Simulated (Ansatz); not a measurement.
SrTiO3, response to strain

The parent structure is SrTiO3 in the cubic perovskite structure (space group Pm-3m, No. 221; a = 3.9070 Å). Axes: x, y, z lie along the cube axes.

Strains are applied to the cell and any free atomic positions relax; under biaxial strain the out-of-plane vector relaxes too.

All numbers come from r2SCAN (Ansatz, a program for electronic structure; PAW; 500 eV plane waves; no SOC).

Candidates:
(a) isotropic strain +3.86 %
(b) biaxial strain −1.29 %, plane normal [110], relaxed out of plane
(c) strain tensor (xx, yy, zz, yz, xz, xy) = (+1.05, −1.37, +0.44, +1.91, +0.23, −0.49) %

Notes on the quantities. energy relative to the base: free energy F.

Q: Order them by energy relative to the base, lowest first.

A: (b) biaxial strain −1.29 %, plane normal [110], relaxed out of plane (+5.0 meV/atom), (c) strain tensor (xx, yy, zz, yz, xz, xy) = (+1.05, −1.37, +0.44, +1.91, +0.23, −0.49) % (+10 meV/atom), (a) isotropic strain +3.86 % (+83 meV/atom)

Whether these cells are dynamically stable was not tested. The final runs are not spin-polarised. Many cubic perovskites are stable only at high temperature; tilts and polar distortions were not tested.
